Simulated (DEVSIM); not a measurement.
System: Ru/SiON/p-In0.53Ga0.47As capacitor, at 300 K.

```csv
layer (left to right),material,thickness (nm),Na (cm⁻³)
1,SiON,5.40,-
2,In0.53Ga0.47As,4500,1.6e16
```

Metal gate on the left, work function 4.7 eV. Fixed charge at the semiconductor interface 1.2e12 cm⁻² (in units of +e); interface traps 1e12 cm⁻² eV⁻¹, uniform in energy, neutral level at 0.3 of the gap above the valence band.

Constants are typed, rounded textbook-type inputs, not results; the design itself was drawn at random and stands for no fabricated device. Values at 300 K.

| parameter | SiON | In0.53Ga0.47As |
|---|---|---|
| gap (eV) | 7 | 0.74 |
| affinity (eV) | 1.4 | 4.51 |
| permittivity | 5.5 | 13.9 |
| Nc (cm⁻³) | - | 2.1e17 |
| Nv (cm⁻³) | - | 7.7e18 |

DEVSIM, 1D Poisson equation in equilibrium, Boltzmann statistics, complete ionisation; no quantum confinement or tunnelling. Metal contacts follow the ideal Schottky-Mott rule: no Fermi-level pinning, no interface dipoles.

Q: Tabulate band edges, carrier densities and field at -0.3 V on the gate.

A: Energies count from the Fermi level of the right contact; mesh points crowd at the junctions.

```json
[
 {"x (μm)": "0.000", "Ec (eV)": "3.600", "Ev (eV)": "-3.400", "n (cm⁻³)": "< 1e2", "p (cm⁻³)": "< 1e2", "field (V/cm)": "-260000"},
 {"x (μm)": "0.001143", "Ec (eV)": "3.570", "Ev (eV)": "-3.430", "n (cm⁻³)": "< 1e2", "p (cm⁻³)": "< 1e2", "field (V/cm)": "-260000"},
 {"x (μm)": "0.002965", "Ec (eV)": "3.522", "Ev (eV)": "-3.478", "n (cm⁻³)": "< 1e2", "p (cm⁻³)": "< 1e2", "field (V/cm)": "-260000"},
 {"x (μm)": "0.004565", "Ec (eV)": "3.479", "Ev (eV)": "-3.521", "n (cm⁻³)": "< 1e2", "p (cm⁻³)": "< 1e2", "field (V/cm)": "-260000"},
 {"x (μm)": "0.006042", "Ec (eV)": "0.349", "Ev (eV)": "-0.391", "n (cm⁻³)": "2.8e11", "p (cm⁻³)": "2.1e12", "field (V/cm)": "29000"},
 {"x (μm)": "0.008170", "Ec (eV)": "0.355", "Ev (eV)": "-0.385", "n (cm⁻³)": "2.2e11", "p (cm⁻³)": "2.7e12", "field (V/cm)": "29000"},
 {"x (μm)": "0.01310", "Ec (eV)": "0.369", "Ev (eV)": "-0.371", "n (cm⁻³)": "1.3e11", "p (cm⁻³)": "4.6e12", "field (V/cm)": "28000"},
 {"x (μm)": "0.02958", "Ec (eV)": "0.412", "Ev (eV)": "-0.328", "n (cm⁻³)": "2.5e10", "p (cm⁻³)": "2.4e13", "field (V/cm)": "24000"},
 {"x (μm)": "0.05948", "Ec (eV)": "0.476", "Ev (eV)": "-0.264", "n (cm⁻³)": "2.1e9", "p (cm⁻³)": "2.8e14", "field (V/cm)": "18000"},
 {"x (μm)": "0.1247", "Ec (eV)": "0.554", "Ev (eV)": "-0.186", "n (cm⁻³)": "1.1e8", "p (cm⁻³)": "5.7e15", "field (V/cm)": "6500"},
 {"x (μm)": "0.2758", "Ec (eV)": "0.580", "Ev (eV)": "-0.160", "n (cm⁻³)": "3.8e7", "p (cm⁻³)": "1.6e16", "field (V/cm)": "120"},
 {"x (μm)": "0.7806", "Ec (eV)": "0.580", "Ev (eV)": "-0.160", "n (cm⁻³)": "3.7e7", "p (cm⁻³)": "1.6e16", "field (V/cm)": "≈ 0"},
 {"x (μm)": "1.697", "Ec (eV)": "0.580", "Ev (eV)": "-0.160", "n (cm⁻³)": "3.7e7", "p (cm⁻³)": "1.6e16", "field (V/cm)": "≈ 0"},
 {"x (μm)": "3.106", "Ec (eV)": "0.580", "Ev (eV)": "-0.160", "n (cm⁻³)": "3.7e7", "p (cm⁻³)": "1.6e16", "field (V/cm)": "≈ 0"},
 {"x (μm)": "4.016", "Ec (eV)": "0.580", "Ev (eV)": "-0.160", "n (cm⁻³)": "3.7e7", "p (cm⁻³)": "1.6e16", "field (V/cm)": "≈ 0"},
 {"x (μm)": "4.289", "Ec (eV)": "0.580", "Ev (eV)": "-0.160", "n (cm⁻³)": "3.7e7", "p (cm⁻³)": "1.6e16", "field (V/cm)": "≈ 0"},
 {"x (μm)": "4.407", "Ec (eV)": "0.580", "Ev (eV)": "-0.160", "n (cm⁻³)": "3.7e7", "p (cm⁻³)": "1.6e16", "field (V/cm)": "≈ 0"},
 {"x (μm)": "4.461", "Ec (eV)": "0.580", "Ev (eV)": "-0.160", "n (cm⁻³)": "3.7e7", "p (cm⁻³)": "1.6e16", "field (V/cm)": "≈ 0"},
 {"x (μm)": "4.491", "Ec (eV)": "0.580", "Ev (eV)": "-0.160", "n (cm⁻³)": "3.7e7", "p (cm⁻³)": "1.6e16", "field (V/cm)": "≈ 0"},
 {"x (μm)": "4.500", "Ec (eV)": "0.580", "Ev (eV)": "-0.160", "n (cm⁻³)": "3.7e7", "p (cm⁻³)": "1.6e16", "field (V/cm)": "≈ 0"},
 {"x (μm)": "4.503", "Ec (eV)": "0.580", "Ev (eV)": "-0.160", "n (cm⁻³)": "3.7e7", "p (cm⁻³)": "1.6e16", "field (V/cm)": "≈ 0"},
 {"x (μm)": "4.505", "Ec (eV)": "0.580", "Ev (eV)": "-0.160", "n (cm⁻³)": "3.7e7", "p (cm⁻³)": "1.6e16", "field (V/cm)": "≈ 0"}
]
```
